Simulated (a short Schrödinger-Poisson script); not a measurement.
**Gated Al0.4Ga0.6N/GaN polarisation-induced gas**

Structure: gated Al0.4Ga0.6N/GaN polarisation-induced gas, at 300 K.

| layer | material | thickness (nm) | Na (cm⁻³) |
|---|---|---|---|
| 1 | Al0.4Ga0.6N | 20 | - |
| 2 | GaN | 6000 | 1e14 |

Constants are typed, rounded textbook-type inputs, not results; the design itself was drawn at random and stands for no fabricated device. Al0.4Ga0.6N: permittivity 9.26, conduction-band edge (eV) 0.58, gap (eV) 4.258, electron mass (mₑ) 0.248, Nv at 300 K (cm⁻³) 4.6e19. GaN: permittivity 9.5, conduction-band edge (eV) 0, gap (eV) 3.43, Nv at 300 K (cm⁻³) 4.6e19.

Channel valleys (confinement mass, in-plane density-of-states mass, number): Γ 0.2, 0.2, 1. At the gate the conduction-band edge of layer 1 lies 1.36 eV − eVg above the Fermi level of the channel; the field vanishes at the back. Sheet of polarisation charge: +2e13 e/cm² at 20 nm from the gate. The barrier under the gate holds no holes. Gaps are held at their typed values at every temperature. Mesh 0.08 nm at interfaces.

Solved with a short Schrödinger-Poisson script written for these runs: 1D Poisson equation in equilibrium, electrons quantum, Hartree (BenDaniel-Duke, 40 states a valley, the channel's in-plane mass for all, wave functions free to enter the barrier), parabolic valleys, classical holes, full ionisation, no traps, pinning or gate leakage.

```csv
Vg (V),electrons (cm⁻²),in the channel layer,C (μF/cm²),Γ E0 (meV),Γ E1 (meV)
0.5,1.79e13,1.63e13,0.396,-182.4,-11.6
0,1.67e13,1.54e13,0.394,-170.5,-7.4
-0.5,1.55e13,1.44e13,0.393,-158.5,-3.3
-1,1.42e13,1.33e13,0.391,-146.3,0.9
-1.5,1.30e13,1.23e13,0.390,-133.9,5.0
-2,1.18e13,1.12e13,0.389,-121.4,9.2
-2.5,1.06e13,1.01e13,0.388,-108.8,13.4
-3,9.37e12,9.02e12,0.386,-95.9,17.8
-3.5,8.17e12,7.90e12,0.385,-82.9,22.2
-4,6.97e12,6.78e12,0.383,-69.4,26.9
-4.5,5.78e12,5.65e12,0.381,-55.5,31.7
-5,4.60e12,4.52e12,0.377,-40.8,37.0
-5.5,3.42e12,3.38e12,0.373,-24.7,43.1
-6,2.27e12,2.25e12,0.365,-5.5,50.9
-6.5,1.16e12,1.15e12,0.346,21.3,63.7
-7,1.80e11,1.79e11,0.244,86.8,107.0
```

Gate voltages with under 1e6 electrons/cm² are left out.

Subbands count from the Fermi level.
